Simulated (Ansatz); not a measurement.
Take ZnS in the zinc blende structure (space group F-43m, No. 216) as the base.

```
ZnS
1.0
    0.00000     2.67846     2.67846
    2.67846     0.00000     2.67846
    2.67846     2.67846     0.00000
S Zn
1 1
Direct
  0.75000   0.75000   0.75000
  0.00000   0.00000   0.00000
```

All numbers come from PBEsol (Ansatz, an electronic-structure program, PAW, scalar-relativistic without spin-orbit coupling), earlier PAW set.

Before the change:

| Property | Value |
|---|---|
| Valley order | Γ 2.08 eV; X along ⟨100⟩ 3.17 eV; L along ⟨111⟩ 3.23 eV |
| Width of the top valence band | 2.86 eV |

It is then changed as follows: an isotropic linear strain of −2.27 %, atoms relaxed at fixed cell.

### Question
What does the calculation give for the valley order, width of the top valence band and mean gap deformation potential ΔEg/Δln V after the change?

### Answer
The valley order (the lowest conduction-band minima on the path, energy above the VBM, named in the base's zone) goes from Γ 2.08 eV; X along ⟨100⟩ 3.17 eV; L along ⟨111⟩ 3.23 eV to Γ 2.38 eV; X along ⟨100⟩ 3.00 eV; L along ⟨111⟩ 3.35 eV; the width of the top valence band goes up by 0.28 eV, from 2.86 eV to 3.14 eV; the mean gap deformation potential ΔEg/Δln V comes out as -4.4 eV.

Whether these cells are dynamically stable was not tested.
